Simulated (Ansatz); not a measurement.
```yaml
crystal:
  lattice:
    - [-4.62711, 4.09649, -4.32471]
    - [4.62711, 4.09649, 4.32471]
    - [4.62711, 4.09649, -4.32471]
  atoms:
    - { symbol: Mo, position: [0.75692, 0.00110, 0.24929] }
    - { symbol: Mo, position: [0.00038, 0.50621, 0.50071] }
    - { symbol: Mo, position: [0.24962, 0.99890, 0.74418] }
    - { symbol: Mo, position: [0.49308, 0.49379, 0.00582] }
    - { symbol: Mo, position: [0.87417, 0.50000, 0.12583] }
    - { symbol: Ti, position: [0.12500, 0.00000, 0.37500] }
    - { symbol: Mo, position: [0.37583, 0.50000, 0.62417] }
    - { symbol: Mo, position: [0.62500, 0.00000, 0.87500] }
    - { symbol: Si, position: [0.08705, 0.33729, 0.25187] }
    - { symbol: Si, position: [0.33916, 0.83891, 0.49813] }
    - { symbol: Si, position: [0.58991, 0.33985, 0.75084] }
    - { symbol: Si, position: [0.84069, 0.84075, 0.99916] }
    - { symbol: Si, position: [0.40931, 0.66015, 0.24994] }
    - { symbol: Si, position: [0.66009, 0.15925, 0.50006] }
    - { symbol: Si, position: [0.91084, 0.66271, 0.75024] }
    - { symbol: Si, position: [0.16295, 0.16109, 0.99976] }
    - { symbol: Si, position: [0.78218, 0.65718, 0.37500] }
    - { symbol: Si, position: [0.03507, 0.15992, 0.62192] }
    - { symbol: Si, position: [0.28878, 0.66378, 0.87500] }
    - { symbol: Si, position: [0.53183, 0.15698, 0.12808] }
    - { symbol: Si, position: [0.46782, 0.34282, 0.37500] }
    - { symbol: Si, position: [0.71817, 0.84008, 0.62485] }
    - { symbol: Si, position: [0.96122, 0.33622, 0.87500] }
    - { symbol: Si, position: [0.21493, 0.84302, 0.12515] }
```

The mixing enthalpy is taken against the end members in the TiSi2 (C54) type type (which need not be the stable form of TiSi2 and MoSi2), relaxed in the same cell and mesh.

The numbers are results of PBE (plane waves to 420 eV, PAW; Ansatz, a program for electronic structure), not measurements. Spin–orbit coupling is left out; the runs are not spin-polarised. Its k-point mesh 5×5×5, Fermi–Dirac width 0.05 eV.

**Question.** Give the composition and order of this alloy cell, and its volume, bond lengths and mixing enthalpy.

**Answer.** A 24-atom cell of (Ti,Mo)Si2 started in the TiSi2 (C54) type structure, site fractions Ti 0.125, Mo 0.875, short-range order -0.14 in the first shell of the mixed sites (0 is random, a negative value favours unlike neighbours), space group I222 at the end, an ordered arrangement that its symmetry holds.
* **volume per atom**: 13.66 Å³
* **Mo–Si bonds**: 2.646 Å on average, from 2.545 to 2.818 (70)
* **Si–Ti bonds**: 2.640 Å on average, from 2.555 to 2.809 (10)
* **mixing enthalpy per site of the mixed sublattice**: 9 meV
* **departure of the mean lattice parameter from Vegard's line**: under 0.15 %, inside the noise of the relaxations
